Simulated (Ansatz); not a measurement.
Mg_Cu in fcc Cu (start: the Cu site; 32-site cell, 6×6×6 shifted sampling), impurity bounded by its compound with the host (Δμ(Cu) = 0.00 eV, Δμ(Mg) = -0.45 eV, bounded by MgCu2 (Fd-3m); only phases computed here count, gases as isolated molecules at 0 K). All values below come from PBE, PAW (plane waves to 420 eV; Ansatz, a first-principles code). In charge state 0 (not spin-polarised) the formation energy is 0.35 eV. The crystal has 8.36 × 10^22 Cu sites per cm³.

**Question.** Estimate the equilibrium concentration at 900 K in the dilute limit, leaving out vibrational entropy and degeneracy.

**Answer.** kT = 0.0776 eV; c = N exp(−E_f / kT) = 8.36 × 10^22 × exp(−4.5) ≈ 9 × 10^20 cm^-3. An error of 0.2 eV in E_f moves this by a factor of 13.
